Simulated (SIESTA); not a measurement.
Band structure of ZrN (Fm-3m, 2 atoms in the cell).

```yaml
crystal:
  lattice:
    - [0.00000, 2.33992, 2.33992]
    - [2.33992, 0.00000, 2.33992]
    - [2.33992, 2.33992, 0.00000]
  atoms:
    - { symbol: Zr, position: [0.50000, 0.50000, 0.50000] }
    - { symbol: N, position: [0.00000, 0.00000, 0.00000] }
```

Method: GGA PBE, numerical atomic orbitals DZP, PseudoDojo PBE standard norm-conserving potentials (rewritten from UPF to PSML) in SIESTA.

Settings: XC.functional = GGA; XC.authors = PBE; potentials = PseudoDojo PBE standard; PAO.BasisSize = DZP; PAO.EnergyShift = 0.005 Ry; MeshCutoff = 350 Ry; kgrid.MonkhorstPack = 8 8 8; OccupationFunction = FD; ElectronicTemperature = 50 meV; MaxSCFIterations = 150; SCF.Mixer.Method = Pulay; SCF.Mixer.Weight = 0.1; SCF.Mixer.History = 8; SCF.DM.Tolerance = 1.0E-04.

The starting cell comes from a database of computed structures (which also holds hypothetical and non-ambient phases and stackings), without a prior relaxation at this level. Its lattice was rescaled by a random factor within 2.5 % of one. Values carry the incompleteness of an atom-centred basis.

Levels in eV from the Fermi level, bands 6 to 11:
```tsv
point	6	7	8	9	10	11
Γ	-2.46	-2.46	-2.46	-0.44	-0.44	-0.44
X	-4.61	-3.29	-3.05	-3.05	3.00	4.03
W	-5.20	-4.69	-4.69	0.99	0.99	4.04
K	-5.34	-4.73	-4.29	-0.65	3.18	3.33
L	-7.39	-5.43	-5.43	2.78	2.78	2.79
U	-5.34	-4.73	-4.29	-0.65	3.18	3.33
```

Bands cross the Fermi level along this path, so the cell is metallic at this level.

Higher empty bands are left out: an atom-centred basis made for the valence describes them poorly.
